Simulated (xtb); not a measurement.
xtb 6.7.1, GFN1-xTB: Si(H)(Vi)(NH2)2 (C=C[SiH](N)N), 13 atoms. The geometry is a generated start, not checked to be a minimum at this level.

| Quantity | Result |
|---|---|
| method | GFN1-xTB |
| --acc | 1 (default) |
| --etemp (K) | 300 (default) |
| detailed input (--input) | none: ANC optimiser, Lindh (1995) Hessian, microcycle=20, maxdispl=1.0, hlow=0.01 (default) |
| basis functions | 42 |
| valence electrons | 30 |

```xyz
13

Si     0.5228     0.4864    -0.5263
N      1.1595    -1.0149    -1.0849
N      1.3385     1.0867     0.8852
C     -1.3302     0.1821    -0.2867
C     -1.8547    -0.6476     0.5996
H      0.7810     1.4836    -1.5628
H      0.9076    -1.8630    -0.6001
H      2.1355    -1.0420    -1.3286
H      1.2751     0.5458     1.7352
H      1.2329     2.0633     1.1069
H     -2.0090     0.7441    -0.9145
H     -2.9196    -0.7875     0.7126
H     -1.2392    -1.2368     1.2643
```

The structure is relaxed from this start with --opt LEVEL for the levels crude, sloppy, loose, lax, normal, tight, vtight, extreme, once each. Up to the end of the extreme run atoms move by at most 0.99 Å along an axis.

Question: Choose the cheapest level whose final energy lies within 1 meV of that of extreme.

Answer: normal: 49 cycles against 57, ending 0.12 meV above.

```
level    cycles  energy above the extreme run (meV)  gradient norm (eV/Å)
-------  ------  ----------------------------------  --------------------
crude         8                                  89                  0.50
sloppy       19                                  41                  0.26
loose        22                                  36                 0.084
lax          42                                 1.8                 0.093
normal       49                                0.12                 0.026
tight        52                               0.013                 0.011
vtight       55                          under 0.01                0.0049
extreme      57                                   —                0.0022
```
